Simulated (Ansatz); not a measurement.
Consider Mg2Ge in the anti-fluorite structure (space group Fm-3m, No. 225; a = 6.364 Å).

Method: plane-wave PAW DFT at the PBEsol level (Ansatz, a first-principles code, 420 eV), no spin-orbit coupling.

Before the change:

| Quantity | Result |
|---|---|
| Pressure | 0.0 kbar |
| Band gap | 0.08 eV |

The change: the cell is scaled by 1.0200 in all directions; the atoms relax in the strained cell.

**Question.** Estimate the effect on the pressure.

**Answer.** The pressure goes from zero to -27.6 kbar.

**Question.** What does the calculation give for the band gap after the change?

**Answer.** The band gap increases by 0.05 eV to 0.13 eV.

**Question.** Predict the new energy relative to the base.

**Answer.** The energy goes up by 12 meV/atom.

Whether these cells are dynamically stable was not tested. The zero or small gap of Mg2Ge can change with the level of theory.
